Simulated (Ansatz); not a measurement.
Band structure of LaSiNi (I4_1md, 6 atoms in the cell).

```yaml
crystal:
  lattice:
    - [-2.08966, 2.08966, 6.97619]
    - [2.08966, -2.08966, 6.97619]
    - [2.08966, 2.08966, -6.97619]
  atoms:
    - { symbol: La, position: [0.75183, 0.75183, 0.00000] }
    - { symbol: La, position: [0.50183, 0.00183, 0.50000] }
    - { symbol: Si, position: [0.33181, 0.33181, 0.00000] }
    - { symbol: Si, position: [0.08181, 0.58181, 0.50000] }
    - { symbol: Ni, position: [0.91264, 0.41264, 0.50000] }
    - { symbol: Ni, position: [0.16264, 0.16264, 0.00000] }
```

Level of theory: PBEsol, PAW files made with PBE (plane waves; Ansatz, a quantum-chemistry and plane-wave program).

Settings: basis.ecutwfc = 420 eV; kpoints.mp_grid.grid = 7 7 7; hamiltonian.xc = pbesol; hamiltonian.pseudopotentials = {kind: paw} (an earlier, softer set of the program's PAW files); scf.occupations.method = fermi_dirac; scf.occupations.width = 0.1 eV; kpoints.band_path.npoints = 8.

The starting cell comes from a database of computed structures (which also holds hypothetical and non-ambient phases and stackings), without a prior relaxation at this level. Its lattice was rescaled by a random factor within 2.5 % of one. Spin polarisation is off.

Levels in eV from the Fermi level, bands 30 to 37:
```csv
point,30,31,32,33,34,35,36,37
Γ,-0.34,-0.34,0.22,0.26,0.26,0.63,0.63,2.13
X,-1.46,-0.99,-0.99,-0.47,-0.47,0.44,0.44,2.41
Y,-1.47,-0.95,-0.95,-0.47,-0.47,0.43,0.43,2.40
S,-1.33,-0.93,-0.84,-0.10,0.43,0.78,1.42,1.89
Z,-1.08,-0.25,-0.25,0.18,0.18,0.45,0.45,2.24
S1,-1.33,-0.93,-0.84,-0.10,0.43,0.78,1.42,1.89
N,-1.41,-0.83,-0.53,-0.42,0.62,0.94,1.18,1.72
P,-1.45,-0.98,-0.98,-0.52,-0.52,0.48,0.48,2.40
Y1,-1.47,-0.95,-0.95,-0.47,-0.47,0.43,0.43,2.40
```

Bands cross the Fermi level along this path, so the cell is metallic at this level.

Keys are those of Ansatz 0.2.
